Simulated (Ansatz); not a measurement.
## Lu2SiO5 (P2₁/c, No. 14, 32 atoms in the cell; start mp-18195)

Level of theory: r²SCAN (Ansatz, a program for electronic structure, plane waves, PAW).

Numerical settings: plane-wave cutoff 560 eV, 4×6×6 k mesh (along the axes of the cell as run), Fermi–Dirac smearing 0.01 eV, scalar-relativistic PAW data made under PBE.

Cell (relaxed with PBEsol):

Lu2O5Si has the monoclinic space group P2₁/c (No. 14), Pearson symbol mP32. Conventional cell: a = 9.036 Å, b = 6.608 Å, c = 6.604 Å, α = 90.00°, β = 100.97°, γ = 90.00°. Lu1 on 4e sees 6 O at 2.160–2.390 Å and 1 O at 2.595 Å. Lu2 on 4e is surrounded by 7 O at 2.190–2.394 Å. Si on 4e has 4 O at 1.617–1.668 Å (tetrahedral). O1 on 4e sees 4 Lu at 2.160–2.237 Å. O2 on 4e is surrounded by 1 Si at 1.617 Å and 2 Lu at 2.260–2.306 Å. O3 on 4e is surrounded by 1 Si at 1.668 Å and 2 Lu at 2.303–2.390 Å and 1 Lu at 2.595 Å. O4 on 4e is surrounded by 1 Si at 1.668 Å and 3 Lu at 2.213–2.394 Å. O5 on 4e has 1 Si at 1.628 Å and 2 Lu at 2.190–2.265 Å. (Neighbours: up to the widest gap in distance over summed covalent radii, below 1.35, at either atom; cation-cation and far metal-metal contacts left out.)

- band gap = 5.22 eV
- smallest direct gap on the k points sampled = 5.47 eV

Note: cell and atoms aren't relaxed at this level (largest force component 0.36 eV/Å, pressure 0.6 GPa).

Spin–orbit coupling is not included.

Static lattice: no zero-point or thermal effects.

A start named mp-… is a Materials Project structure, which need not be a measured phase.
